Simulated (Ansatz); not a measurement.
BN: response to strain

The parent structure is BN in the zinc blende structure (space group F-43m, No. 216; a = 3.581 Å). Axes: x, y, z lie along the cube axes.

Strains are applied to the cell and any free atomic positions relax; under biaxial strain the out-of-plane vector relaxes too.

All numbers come from LDA (Ansatz, a program for electronic structure; PAW; 420 eV plane waves; without spin-orbit coupling).

| biaxial strain, plane normal [111], relaxed out of plane (%) | band gap (eV) |
|---|---|
| 0 | 4.39 |
| 0.42 | 4.36 |
| 0.83 | 4.34 |
| 1.25 | 4.31 |
| 1.67 | ? |
| 2.08 | 4.26 |
| 2.5 | 4.24 |

Question: Fit E_g = E₀ + Dε (ε in %) to the rows shown and predict the withheld row.

Answer: Least squares on the printed values gives E₀ = 4.39 eV, D = -60.3 meV per % of strain (largest residual 0.00 eV); this predicts 4.29 eV, and the run gives 4.29 eV, in agreement.

Stability against distortions was not tested.
